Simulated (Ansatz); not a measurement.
**A computed series for KTaO3: pressure series**

Base system: KTaO3 in the cubic perovskite structure (space group Pm-3m, No. 221; a = 4.023 Å).

Cell and atoms are relaxed at each pressure.

The values are results of plane-wave PAW DFT at the PBE level (Ansatz, a quantum-chemistry and plane-wave program, 420 eV), scalar-relativistic without spin-orbit coupling, earlier PAW set, not measurements.

```json
[
 {"change": "base", "lattice parameter a": "4.023 Å", "band gap": "2.17 eV"},
 {"change": "pressure −2 GPa", "lattice parameter a": "4.038 Å", "band gap": "2.15 eV"},
 {"change": "pressure −1 GPa", "lattice parameter a": "?", "band gap": "2.16 eV"},
 {"change": "pressure 1.8 GPa", "lattice parameter a": "4.011 Å", "band gap": "2.19 eV"},
 {"change": "pressure 4.2 GPa", "lattice parameter a": "3.995 Å", "band gap": "2.22 eV"},
 {"change": "pressure 9 GPa", "lattice parameter a": "3.966 Å", "band gap": "2.27 eV"},
 {"change": "pressure 18 GPa", "lattice parameter a": "3.918 Å", "band gap": "2.35 eV"},
 {"change": "pressure 30 GPa", "lattice parameter a": "?", "band gap": "2.44 eV"},
 {"change": "pressure 45 GPa", "lattice parameter a": "3.808 Å", "band gap": "?"},
 {"change": "pressure 60 GPa", "lattice parameter a": "3.760 Å", "band gap": "2.59 eV"}
]
```

Q: Fill in the withheld entries from the trend.

A: 
- pressure −1 GPa, lattice parameter a: 4.030 Å
- pressure 30 GPa, lattice parameter a: 3.864 Å
- pressure 45 GPa, band gap: 2.52 eV

With Ta present, leaving out spin-orbit coupling can change the band edges. Load acts through the strain it causes; cell and atoms are relaxed under it. Whether these cells are dynamically stable was not tested. Competing high-pressure phases were not computed.
